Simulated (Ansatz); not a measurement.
We consider BaCd2As2 (P-3m1, No. 164, 5 atoms in the cell; start mp-8281), described by r²SCAN+SOC in Ansatz (PAW).

Numerical settings: plane-wave cutoff 560 eV, 12×12×6 k mesh (along the axes of the cell as run), Fermi–Dirac smearing 0.01 eV, PAW data made under PBE.

Cell (relaxed with PBEsol):

```
CELL_PARAMETERS angstrom
      4.49669     0.00000     0.00000
     -2.24835     3.89425     0.00000
      0.00000     0.00000     7.60142
ATOMIC_POSITIONS crystal
  Ba 0.00000 0.00000 0.00000
  Cd 0.66667 0.33333 0.37018
  Cd 0.33333 0.66667 0.62982
  As 0.66667 0.33333 0.73858
  As 0.33333 0.66667 0.26142
```

Estimate the band gap and smallest direct gap on the k points sampled that the calculation returns.


* **band gap**: 0.71 eV (indirect)
* **smallest direct gap on the k points sampled**: 0.76 eV

Note: cell and atoms aren't relaxed at this level (largest force component 0.04 eV/Å, pressure 2.1 GPa).

Computed values are for the static lattice.

Computing time: about 25 core-minutes (a rough figure).

A start named mp-… is a Materials Project structure, which need not be a measured phase.

Ansatz is a program for electronic structure.
